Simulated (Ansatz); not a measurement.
**A N vacancy (surface) in a 2x2 cell of the 1x1 (10-10) surface of wurtzite AlN (cut with top plane Al + N)**

Host crystal: wurtzite AlN, with a band gap (PBE, scalar-relativistic without spin-orbit coupling).

Calculation: r2SCAN, at the PBE geometry and the start's symmetry (plane waves to 500 eV, PAW; Ansatz, an electronic-structure program).

Set-up: 63 atoms, 8.9 Å thick at the start (thin: gaps and levels are the slab's own); mesh 3x2x1; 0.01 eV smearing; dipole correction on; single point; on the structure that PBE left under its start's symmetry; spin-polarised from one start with parallel moments (other orders not tried), ending with about 1.0 μB a cell; orders that need a larger cell were not tried, no spin-orbit, no U. The program's check for a lower electronic state was not made.

```
Property                                                                              Value
----------------------------------------------------------------------------------  -------
formation energy against ½ N2(g) at the same level                                  3.91 eV
change of the step from the bottom to the top vacuum level, against the clean slab  0.32 eV
magnetic moment of the cell                                                         1.00 μB
```
